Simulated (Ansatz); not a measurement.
Functionals compared on a constructed model of the (0001) surface of hcp Hf, a pseudomorphic layer of Ge in the host's stacking (bottom of the slab: a bare face, its two planes held), in Ansatz (plane waves, PAW). The structure was relaxed with PBE; the other rows are single points on it. Cutoff 420 eV (500 eV for r2SCAN).

Model: 7-atom slab, 15.1 Å thick at the start, 13x13x1 mesh, Fermi-Dirac 0.1 eV, dipole correction, 2 atoms held, the rest relaxed; symmetry of the start imposed; no spin, no spin-orbit, no U. It is one candidate, not shown to be the stable structure of the face. These notes are the PBE run's.

| functional | work function of the top face (eV) | rough cost of the single point |
|---|---|---|
| PBE | 5.05 | – |
| RPBE | 4.95 | very roughly 50 core-seconds |
| r2SCAN | (withheld) | about 100 core-seconds (a rough figure) |

Task: What belongs in the gaps?

Result: 
- r2SCAN, work function of the top face (eV): 5.28

Ansatz is a quantum-chemistry and plane-wave program.
